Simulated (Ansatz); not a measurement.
Here is the system:

End structure of C on the 1x1 (111) surface of fcc Ag, one in a 2x1 cell, started at the site 'bridge Ag-Ag (span 2.9 Å)':

```xyz
9
Lattice="5.8668 0.0000 0.0000 -1.4667 2.5404 0.0000 0.0000 0.0000 26.5000" Properties=species:S:1:pos:R:3 pbc="T T T"
Ag     0.0000     1.6936     9.6916
Ag     2.9334     1.6936     9.6916
Ag     1.4667     0.8468    12.0709
Ag     4.4001     0.8468    12.0709
Ag     0.0086     0.0050    14.4455
Ag     2.9366     0.0019    14.4381
Ag    -0.0950     1.6388    16.9057
Ag     2.9732     1.7166    16.8128
C      1.5074     0.8703    17.9659
```

Slab: 9 atoms, 7.1 Å thick at the start under the adsorbate (thin: gaps and levels are the slab's own); k 6x12x1, smearing 0.1 eV, dipole-corrected; 4 atoms held, the rest relaxed; held to the start's symmetry, so lower structures may exist; spin-polarised, no spin-orbit, no U, no dispersion correction. The starting moment vanished. At the end it is bonded to 3 Ag. In PBE it is, or lies within 0.03 eV of, the lowest of the starts that converged.

A negative adsorption energy means that the adsorbate is more stable on the surface than in its reference.

Task: What change of the work function does PBE run with Ansatz (a first-principles code) give?

Result: 1.38 eV

Task: What change of the step from the bottom to the top vacuum level, against the clean slab does PBE give?

Result: 1.35 eV

Task: What work function of the top face does PBE give?

Result: 5.82 eV

Task: Estimate the adsorption energy against an atom of graphite that PBE returns for this input.

Result: 4.69 eV
